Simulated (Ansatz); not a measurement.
**NbN under a change: pressure −1 GPa**

The reference is NbN in the rock salt structure (space group Fm-3m, No. 225; a = 4.421 Å).

Now apply this change: hydrostatic tension (pressure −1 GPa).

Calculations: PBE in Ansatz (plane waves to 420 eV, PAW, no spin-orbit coupling), earlier PAW set. Settings: 18×18×18 k-points, 0.05 eV Fermi–Dirac smearing.

```tsv
quantity	base	changed	shift
volume per atom	10.80 Å³	10.84 Å³	+0.04 Å³
density	8.22 g/cm³	8.19 g/cm³	-0.03 g/cm³
lattice parameter a	4.421 Å	4.426 Å	+0.005 Å
shortest interatomic distance	2.211 Å	2.213 Å	+0.002 Å
enthalpy H = E + PV relative to the base's energy	–	-0.07 eV/atom	–
band gap	zero	zero	–
```

Final structure:

```
NbN
1.0
    0.00000     2.21300     2.21300
    2.21300     0.00000     2.21300
    2.21300     2.21300     0.00000
N Nb
1 1
Direct
  0.00000   0.00000   0.00000
  0.50000   0.50000   0.50000
```

Load acts through the strain it causes; cell and atoms are relaxed under it. Stability against distortions was not tested. The final runs are not spin-polarised.

Ansatz is a program for electronic structure.
